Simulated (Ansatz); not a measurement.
LaGeO (model structure, started from the ZrSiS type, P4/nmm, No. 129, 6 atoms in the cell): properties by level of theory

```json
[
 {"level (code)": "LDA (Ansatz)", "lattice parameter a (Å)": "3.531", "lattice parameter c (Å)": "8.486", "bulk modulus B0 (GPa)": "108"},
 {"level (code)": "PBE (Ansatz)", "lattice parameter a (Å)": "3.619", "lattice parameter c (Å)": "8.642", "bulk modulus B0 (GPa)": "89.2"},
 {"level (code)": "PBEsol (Ansatz)", "lattice parameter a (Å)": "3.564", "lattice parameter c (Å)": "8.540", "bulk modulus B0 (GPa)": "101"},
 {"level (code)": "r²SCAN (Ansatz)", "lattice parameter a (Å)": "3.595", "lattice parameter c (Å)": "8.633", "bulk modulus B0 (GPa)": "99.7"}
]
```

Caveats: the bulk modulus is −V dP/dV from two relaxed cells at ±2 % in volume (LDA, PBE, PBEsol, r²SCAN). Ansatz's density-functional and Hartree–Fock values are scalar-relativistic unless marked +SOC, with PAW data made under PBE.

Static lattice: no zero-point or thermal effects.

A model structure was made by putting elements into a prototype or built by hand; it is no filed structure, need not be a known phase, and can be a saddle point held by its symmetry.

Ansatz is an electronic-structure program.
